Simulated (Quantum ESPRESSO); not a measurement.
Input and output of a self-consistent single point for In3Ag (I4/mmm, 4 atoms in the cell) (Quantum ESPRESSO).

Level of theory: LDA (PZ), GBRV 1.5 ultrasoft (LDA) pseudopotentials (plane waves; Quantum ESPRESSO).

```
In3Ag
1.0
   -2.25191     2.25191     4.81283
    2.25191    -2.25191     4.81283
    2.25191     2.25191    -4.81283
In Ag
3 1
Cartesian
  0.00000   2.25191   2.40641
  2.25191   0.00000   2.40641
  0.00000   0.00000   4.81283
  0.00000   0.00000   0.00000
```

Reference input (self-consistent single point, DFT, LDA (PZ), plane waves, GBRV 1.5 ultrasoft (LDA) pseudopotentials): ecutwfc = 40 Ry; ecutrho = 320 Ry; occupations = smearing; smearing = cold; degauss = 0.0099958 Ry; potentials = {In: in_lda_v1.4.uspp.F.UPF, Ag: ag_lda_v1.4.uspp.F.UPF}; K_POINTS = automatic 7 7 7 0 0 0; conv_thr = 1e-11 Ry. This run's input differs from it in these lines:

```diff
@@ -19,3 +19,3 @@
 &electrons
- conv_thr = 1.0e-11
+ conv_thr = 7.3e-06
 /
```

Output (repeated stretches shortened):

```
     Self-consistent Calculation

     iteration #  1     ecut=    40.00 Ry     beta= 0.70

     total energy              =    -658.23067998 Ry
     estimated scf accuracy    <      54.91395075 Ry

     iteration #  2     ecut=    40.00 Ry     beta= 0.70

     total energy              =    -688.61818180 Ry
     estimated scf accuracy    <      89.75362671 Ry

     iteration #  3     ecut=    40.00 Ry     beta= 0.70

     total energy              =    -694.93352601 Ry
     estimated scf accuracy    <       7.66311150 Ry

   [... 6 blocks of this kind left out ...]

     iteration # 10     ecut=    40.00 Ry     beta= 0.70

     total energy              =    -695.00797423 Ry
     estimated scf accuracy    <       0.00009067 Ry

     iteration # 11     ecut=    40.00 Ry     beta= 0.70
     End of self-consistent calculation

     the Fermi energy is    10.7591 ev

!    total energy              =    -695.00798775 Ry
     estimated scf accuracy    <       0.00000065 Ry
     smearing contrib. (-TS)   =       0.00015663 Ry
     internal energy E=F+TS    =    -695.00814437 Ry

     convergence has been achieved in  11 iterations

     Forces acting on atoms (cartesian axes, Ry/au):

     atom    1 type  1   force =    -0.00000000   -0.00000000   -0.00000000
   [... zero for the other atoms too ...]

     Total force =     0.000000     Total SCF correction =     0.000000

          total   stress  (Ry/bohr**3)                   (kbar)     P=      -58.80
  -0.00036237   0.00000000  -0.00000000          -53.31        0.00       -0.00
   0.00000000  -0.00036237  -0.00000000            0.00      -53.31       -0.00
  -0.00000000  -0.00000000  -0.00047448           -0.00       -0.00      -69.80

   JOB DONE.
```

The run converged in 11 iterations. Against the reference run the free energy hardly moves (within 1 meV/atom) and the pressure goes from -6.12 to -5.88 GPa.

The starting cell comes from a database of computed structures (which also holds hypothetical and non-ambient phases and stackings), without a prior relaxation at this level. With a pressure of about -6 GPa the cell is away from its equilibrium volume at this level.

Cost on one core of a shared machine: roughly 2 min.
